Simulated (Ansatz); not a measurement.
Base system: Sc in the hcp (Mg type) structure (space group P6_3/mmc, No. 194; a = 3.275 Å, c = 5.105 Å; relaxed with 0.1 eV smearing). Axes: x lies along a and z along c of the hexagonal cell.

All numbers come from PBEsol/PAW in Ansatz (a first-principles code), scalar-relativistic without spin-orbit coupling.

Before the change:

| Property | Value |
|---|---|
| Shortest interatomic distance | 317.7 pm |
| Band gap | zero |

Perturbation: tensor shear ε_xz = +0.57 % (engineering shear γ = 0.0114), atoms relaxed at fixed cell.

### Question
How does this affect the shortest interatomic distance, energy relative to the base, stress and band gap?

### Answer
The shortest interatomic distance decreases by 1.5 pm (317.7 pm → 316.2 pm); the energy goes up by 0.3 meV/atom; the stress (xx, yy, zz, yz, xz, xy; compression positive) amounts to (0.0, 0.0, 0.0, 0.0, -0.4, 0.0) GPa; the band gap is still zero.

The cells carry an imposed strain or load. Stability against distortions was not tested. All final runs are without spin polarisation.
